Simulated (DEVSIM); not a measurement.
**abrupt Si n-p junction**

Structure: abrupt Si n-p junction, at 300 K.

| layer (left to right) | material | thickness (μm) | Nd (cm⁻³) | Na (cm⁻³) | τn (s) | τp (s) |
|---|---|---|---|---|---|---|
| 1 | Si | 6.10 | 9.9e15 | - | 0.00024 | 0.00024 |
| 2 | Si | 0.640 | - | 8.1e16 | 0.00024 | 0.00024 |

Left contact: ohmic. Right contact: ohmic. Voltage is applied to the left contact. Recombination: SRH at mid-gap. Mobility is μmin + (μ − μmin)/(1 + (N/Nref)^α).

Constants are typed, rounded textbook-type inputs, not results; the design itself was drawn at random and stands for no fabricated device. Values at 300 K.

```
parameter           Si
-------------  -------
gap (eV)         1.124
affinity (eV)     4.05
permittivity      11.7
Nc (cm⁻³)      2.86e19
Nv (cm⁻³)       3.1e19
μn (cm²/Vs)       1417
μp (cm²/Vs)        470
μn,min              52
μp,min              45
Nref,n          9.7e16
Nref,p          2.2e17
αn                0.68
αp                0.72
```

Simulated with DEVSIM: 1D drift-diffusion, Boltzmann statistics, complete ionisation; no tunnelling, impact ionisation, image-force lowering or self-heating.

```yaml
potential_step_across_the_device_at_zero_bias: 0.764 V
largest_field_in_the_device_at_zero_bias: 44000 V/cm
Dark forward voltage at 1 A/cm²: 0.593 V
Dark forward voltage at 100 A/cm²: 0.732 V
```

Small-signal capacitance in reverse bias (quasi-static):

```tsv
V (V)	C (nF/cm²)
0.2	28.3
0.5	24.6
1	20.7
1.5	18.2
2	16.4
3	14.0
4	12.5
5	11.3
6.5	10.1
8	9.17
10	8.27
```

Dark reverse current:

| V (V) | J (A/cm²) |
|---|---|
| 0.20 | 1.4e-10 |
| 0.50 | 1.6e-10 |
| 1.00 | 1.9e-10 |
| 1.50 | 2.2e-10 |
| 2.00 | 2.5e-10 |
| 3.00 | 2.9e-10 |
| 4.00 | 3.2e-10 |
| 5.00 | 3.5e-10 |
| 6.50 | 4.0e-10 |
| 8.00 | 4.4e-10 |
| 10.00 | 4.8e-10 |
